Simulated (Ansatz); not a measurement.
Li under a change: biaxial strain +1.50 %, plane normal [001], relaxed out of plane

Take Li in the bcc (W type) structure (space group Im-3m, No. 229; a = 3.4343 Å; relaxed with 0.1 eV smearing) as the base. Axes: x, y, z lie along the cube axes.

One thing is altered: biaxial strain +1.50 %, plane normal [001], relaxed out of plane (Cartesian); in-plane vectors clamped, the third vector and the atoms free.

Level of theory: PBEsol in Ansatz (plane waves to 420 eV, PAW, no SOC). Γ-centred 27×27×27 mesh, Fermi–Dirac width 0.1 eV.

Volume per atom: 20.34 Å³ (base 20.25 Å³)
Shortest interatomic distance: 2.980 Å (base 2.974 Å)
Energy relative to the base (free energy F): +0.1 meV/atom
Band gap: zero (base zero)
Out-of-plane strain: -2.49 %
Ratio −ε⊥/ε∥: 1.66
Mean in-plane stress (compression positive): -0.1 GPa

Final structure (turned so that z lies along the plane normal):

```xyz
1
Lattice="3.4858 0.0000 0.0000 0.0000 3.4858 0.0000 1.7429 -1.7429 1.6743" Properties=species:S:1:pos:R:3 pbc="T T T"
Li     0.0000     0.0000     0.0000
```

Cost of the whole job for the changed cell (relaxation, final SCF and bands): about 50 core-seconds (a rough figure).

No phonon test of stability was made.

Ansatz is an electronic-structure program.
